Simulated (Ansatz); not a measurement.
**TiC under a change: pressure 9 GPa**

Consider TiC in the rock salt structure (space group Fm-3m, No. 225; a = 4.329 Å).

The change: cell and atoms relaxed at a pressure of 9 GPa.

Computed with Kohn–Sham DFT with the r2SCAN functional, run in Ansatz (a first-principles code) with PAW and 500 eV plane waves, scalar-relativistic without spin-orbit coupling, earlier PAW set. k-mesh 18×18×18 (Γ-centred); smearing 0.05 eV (Fermi–Dirac).

```tsv
quantity	base	changed	shift
density	4.90 g/cm³	5.06 g/cm³	+0.16 g/cm³
lattice parameter a	4.329 Å	4.282 Å	-0.0462 Å
shortest interatomic distance	2.164 Å	2.141 Å	-0.023 Å
enthalpy H = E + PV relative to the base's energy	–	+0.56 eV/atom	–
band gap	zero	zero	–
```

Load acts through the strain it causes; cell and atoms are relaxed under it. Stability against distortions was not tested. Competing high-pressure phases were not computed. The final runs are not spin-polarised.
